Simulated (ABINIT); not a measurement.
Input and output of a self-consistent single point for ZnCu3 (P-6m2, 4 atoms in the cell) (ABINIT).

Method: PBEsol, PAW (JTH v2.0 PBE PAW, files made for PBE) (plane waves; ABINIT).

```xyz
4
Lattice="2.5615 0.0000 0.0000 -1.2807 2.2183 0.0000 0.0000 0.0000 8.3976" Properties=species:S:1:pos:R:3 pbc="T T T"
Zn     1.2807     0.7394     0.0000
Cu     1.2807     0.7394     4.1988
Cu     0.0000     1.4789     2.1336
Cu     0.0000     1.4789     6.2640
```

Reference input (self-consistent single point, DFT, LDA (PW92), plane waves, PAW (JTH v2.0 LDA PAW)): pseudos = [Zn.LDA_PW-JTH.xml, Cu.LDA_PW-JTH.xml]; ecut = 60 Ry; pawecutdg = 120 Ry; occopt = 7; tsmear = 0.00367493 Ha; ngkpt = 12 12 3; nshiftk = 1; shiftk = 0 0 0; potentials = JTH v2.0 LDA PAW; nband = 45; kptopt = 1; nstep = 80. This run's input differs from it in these lines:

```diff
@@ -1,4 +1,4 @@
-# ZnCu3, JTH v2.0 LDA PAW
+# ZnCu3, JTH v2.0 PBE PAW
 pp_dirpath "./"
-pseudos "Zn.LDA_PW-JTH.xml, Cu.LDA_PW-JTH.xml"
+pseudos "Zn.GGA_PBE-JTH.xml, Cu.GGA_PBE-JTH.xml"
 acell 4.8404574092 4.8404574092 15.8691452069
@@ -19,2 +19,3 @@
 pawecutdg 120 Ry
+ixc -116133
 occopt 7
```

Its files differ too (potentials: JTH v2.0 LDA PAW → JTH v2.0 PBE PAW).

The program printed (abridged):

```
--- !BeginCycle
solver: {iscf: 17, nstep: 80, nline: 4, wfoptalg: 10, }
tolerances: {tolvrs: 1.00E-11, }
...

     iter   Etot(hartree)      deltaE(h)  residm     nres2
 ETOT  1  -645.55982337423    -6.456E+02 6.392E+01 7.120E+01
 ETOT  2  -659.16379839981    -1.360E+01 1.550E+00 1.007E+03
 ETOT  3  -658.09632551487     1.067E+00 1.295E+00 1.965E+02
 ETOT  4  -658.02702492814     6.930E-02 5.297E-01 9.308E+01
 ETOT  5  -657.88418530805     1.428E-01 1.596E-01 1.279E+01
   [... 26 lines left out ...]
 ETOT 32  -657.86028170731    -2.615E-12 1.997E-04 6.689E-11
 ETOT 33  -657.86028170731    -3.638E-12 1.251E-04 1.176E-10
 ETOT 34  -657.86028170730     6.480E-12 1.844E-04 4.181E-11
 ETOT 35  -657.86028170730     6.821E-13 1.161E-04 2.308E-12
 At SCF step   35       nres2   =  2.31E-12 < tolvrs=  1.00E-11 =>converged.

 Cartesian components of stress tensor (hartree/bohr^3)
  sigma(1 1)=  3.91890985E-06  sigma(3 2)=  0.00000000E+00
  sigma(2 2)=  3.91891620E-06  sigma(3 1)=  0.00000000E+00
  sigma(3 3)=  1.48413733E-04  sigma(2 1)=  1.32922277E-12

 ----iterations are completed or convergence reached----

 reduced coordinates (array xred) for    4 atoms
       0.666666666700      0.333333333300      0.000000000000
       0.666666666700      0.333333333300      0.500000000000
       0.333333333367      0.666666666633      0.254070000000
       0.333333333367      0.666666666633      0.745930000000
 cartesian forces (eV/Angstrom) at end:
    1     -0.00000000000000     0.00000000000000    -0.00000000000000
   [... lines left out ...]
 Fermi (or HOMO) energy (eV) =   8.62649   Average Vxc (eV)= -12.01540
   [... lines left out ...]
'-kT*entropy'       : -2.61641901686045E-04
total_energy        : -6.57860282093155E+02
total_energy_eV     : -1.79012886622847E+04
...

-Cartesian components of stress tensor (GPa)         [Pressure= -1.5324E+00 GPa]
- sigma(1 1)=  1.15298289E-01  sigma(3 2)=  0.00000000E+00
- sigma(2 2)=  1.15298476E-01  sigma(3 1)=  0.00000000E+00
- sigma(3 3)=  4.36648204E+00  sigma(2 1)=  3.91070775E-08

 Calculation completed.
```

The run converged in 35 iterations. 

The starting cell comes from a database of computed structures (which also holds hypothetical and non-ambient phases and stackings), without a prior relaxation at this level. Spin polarisation is off. The potentials were made for another functional than the one used.

These are the values that this program gave, and no reference: the one-centre exchange-correlation terms come from a truncated expansion.

Cost on one core of a shared machine: roughly 7 min.
